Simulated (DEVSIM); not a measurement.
Structure: abrupt GaAs p-n junction, at 300 K.

Layer 1 from the left is GaAs, thickness (μm) 2.80, Na (cm⁻³) 1.7e16, τn (s) 2.9e-8, τp (s) 2.9e-8. Layer 2 from the left is GaAs, thickness (μm) 2.60, Nd (cm⁻³) 1.1e17, τn (s) 2.9e-8, τp (s) 2.9e-8.

Left contact: ohmic. Right contact: ohmic. Voltage is applied to the left contact. Recombination: SRH at mid-gap, radiative. Mobility is μmin + (μ − μmin)/(1 + (N/Nref)^α).

The device is made up for the run: typed textbook-type constants, with dimensions and the other settings drawn at random. Values at 300 K.

GaAs: gap (eV) 1.424, affinity (eV) 4.07, permittivity 12.9, Nc (cm⁻³) 4.7e17, Nv (cm⁻³) 9e18, μn (cm²/Vs) 8500, μp (cm²/Vs) 400, μn,min 500, μp,min 20, Nref,n 6e16, Nref,p 1.5e17, αn 0.39, αp 0.38, B (cm³/s) 2e-10.

Problem. Estimate by hand the built-in potential, the peak field at zero bias, the capacitance at -3 V, and compare with a numerical solution.

Solution. 
- Built-in potential: ni = √(Nc Nv) exp(−Eg/2kT) = 2250000 cm⁻³ with Eg = 1.424 eV; Vbi = kT/q ln(Na Nd/ni²) = 1.224 V; numerical 1.224 V.
- Peak field at zero bias: depletion approximation: W = √(2εVbi/(qN)) = 0.344 μm with N = 1.47e16 cm⁻³; field = 2Vbi/W = 71100 V/cm; numerical 69600 V/cm (estimate above by 2.2 %).
- Capacitance at -3 V: C = √(qεN / 2(Vbi + |V|)) = 17.9 nF/cm²; numerical 18.0 nF/cm² (estimate below by 0.61 %).

DEVSIM, 1D drift-diffusion, Boltzmann statistics, complete ionisation; no tunnelling, impact ionisation, image-force lowering or self-heating.
